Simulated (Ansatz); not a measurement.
GaP under load (space group R3m), r2SCAN with spin-orbit coupling, rigid bands (Ansatz, a first-principles code). Condition of this run: uniaxial stress along [111] of -1 GPa (compression positive) (the target of the relaxation). Band gap 1.80 eV, N_c = 3.81e19 cm⁻³ and N_v = 1.49e19 cm⁻³ at 300 K, conductivity masses of 0.339 mₑ (electrons) and 0.467 mₑ (holes). Take k_BT = 0.02585 eV.

Task: What built-in voltage has an abrupt junction with N_A = 1e16 and N_D = 1e18 cm⁻³, all dopants ionised?

Result: V_bi = E_g/e − (k_BT/e) ln(N_c N_v/(N_A N_D)) = 1.80 − 0.02585 × 10.95 = 1.52 V, for the computed gap.

Task: What thermal injection velocity √(2k_BT/πm) limits a ballistic channel?

Result: 9.24e6 cm/s for electrons and 7.87e6 cm/s for holes, a ratio of √(m_h/m_e) = 1.17, for dilute carriers.

Task: A film of it is 5 nm thick. Estimate the confinement energies in an infinite well.

Result: ħ²π²/(2m t²) = 0.376 eV·nm²/(m/mₑ × t²) gives 44.4 meV for electrons and 32.2 meV for holes, so the gap would widen to about 1.88 eV. Finite barriers and nonparabolic bands lower this, and with several valleys or bands the heaviest mass along the normal sets the lowest level, not this average.

Rigid bands with the computed gap; masses take one relaxation time for all states.
